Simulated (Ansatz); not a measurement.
Surface energy of faces of hcp Hf in PBE and in LDA, in Ansatz (plane waves, PAW). Symmetric slabs relaxed with PBE from ideal cuts in 1x1 cells (the lowest computed cut and spin start of each face; real faces may reconstruct in larger cells); LDA values are single points on them, with the bulk at the same level. No spin-orbit coupling, no U.

| face | PBE (J/m²) | LDA (J/m²) |
|---|---|---|
| (0001) | 1.73 | 1.90 |
| (10-10) | 1.86 | ? |
| (10-11) | 1.77 | 1.98 |
| (10-12) | 1.90 | 2.13 |
| (10-13) | 1.89 | 2.12 |
| (11-20) | 1.85 | 2.10 |
| (11-21) | 1.93 | 2.16 |
| (11-22) | 1.96 | 2.16 |
| (11-23) | 1.99 | 2.21 |

Problem. Fit a straight line y = a·x + b by least squares to the 8 complete rows (x: PBE (J/m²); y: LDA (J/m²)).

Solution. the means are x̄ = 1.8775 and ȳ = 2.0950; Σ(x − x̄)² = 0.056950 and Σ(x − x̄)(y − ȳ) = 0.063800, so a = 1.120 and b = ȳ − a·x̄ = -0.008. The largest residual is 0.036.

Problem. What does the line predict for the withheld row, (10-10), and what did the calculation give?

Solution. the line gives 2.08; the calculation gave 2.06, a miss of -0.02, of the size of the fitted rows' scatter and rounding.

Ansatz is a first-principles code.
